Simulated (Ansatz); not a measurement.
Base system: SiO$_{2}$ in the rutile structure (space group P4_2/mnm, No. 136; a = 4.236 Å, c = 2.690 Å).

It is then changed as follows: cell and atoms relaxed at a pressure of 4.5 GPa.

The values are results of PBE (Ansatz, a quantum-chemistry and plane-wave program; PAW; 420 eV plane waves; no spin-orbit coupling), not measurements.

Base, band edges from the VBM (valence, conduction): A -1.47, 6.84; M -2.16, 7.03; R -1.67, 8.45; X -1.04, 7.31; Z -2.56, 8.65; Γ 0.00, 5.04 eV.

Question: Give the band edges at the high-symmetry points of the new zone, measured from its valence-band maximum.

Answer: 
```csv
point,valence edge (eV),conduction edge (eV)
Γ,0.00,5.28
X,-1.05,7.50
M,-2.21,7.21
Z,-2.61,8.86
R,-1.71,8.60
A,-1.51,6.98
```

The gap is 5.28 eV, direct at Γ.

Load acts through the strain it causes; cell and atoms are relaxed under it. No phonon test of stability was made.
